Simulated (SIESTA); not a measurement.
**Convergence series on AlFe (Pm-3m, 2 atoms in the cell)**

```yaml
crystal:
  lattice:
    - [2.87795, 0.00000, 0.00000]
    - [0.00000, 2.87795, 0.00000]
    - [0.00000, 0.00000, 2.87795]
  atoms:
    - { symbol: Al, position: [0.00000, 0.00000, 0.00000] }
    - { symbol: Fe, position: [0.50000, 0.50000, 0.50000], spin: 4.0 }
```
(The spins are starting values, not results.)

Computed with GGA PBEsol, numerical atomic orbitals DZP, PseudoDojo PBEsol standard norm-conserving potentials (rewritten from UPF to PSML) in SIESTA.

The starting cell comes from a database of computed structures (which also holds hypothetical and non-ambient phases and stackings), without a prior relaxation at this level. Its lattice was rescaled by a random factor within 2.5 % of one. The moments shrank to a small part of their start, a low-spin state that need not be the lowest. Values carry the incompleteness of an atom-centred basis. In the base run, with a pressure of about -6 GPa the cell is away from its equilibrium volume at this level.

Held fixed: XC.functional = GGA; XC.authors = PBEsol; potentials = PseudoDojo PBEsol standard; PAO.BasisSize = DZP; PAO.EnergyShift = 0.01 Ry; MeshCutoff = 400 Ry; kgrid.MonkhorstPack = 8 8 8; OccupationFunction = FD; ElectronicTemperature = 50 meV; Spin = polarized; DM.InitSpin = [1 +0.00, 2 +4.00]; MaxSCFIterations = 150; SCF.Mixer.Method = Pulay; SCF.Mixer.Weight = 0.1; SCF.Mixer.History = 6.

ΔF is the free energy per atom less that of the last row (1.0E-07).

SIESTA closes its loop only when its criterion on the Hamiltonian is met as well, so the density-matrix tolerance does not decide alone.

```
SCF.DM.Tolerance  ΔF (meV/atom)  pressure (GPa)  size of the net moment (μB/atom)  iterations
----------------  -------------  --------------  --------------------------------  ----------
1.0E-02                    0.00           -6.37                              0.38          27
1.0E-03                    0.00           -6.37                              0.38          27
1.0E-04                    0.00           -6.37                              0.38          28
1.0E-05                    0.00           -6.37                              0.38          29
1.0E-06                    0.00           -6.37                              0.38          33
1.0E-07                    0.00           -6.37                              0.38          38
```

Energy within 1 meV/atom of the last row: from SCF.DM.Tolerance = 1.0E-02 on, the coarsest one.

Pressure within 0.05 GPa of the last row: from SCF.DM.Tolerance = 1.0E-02 on, the coarsest one. The value it settles on is -6.37 GPa at this level of theory and with the other settings as held.
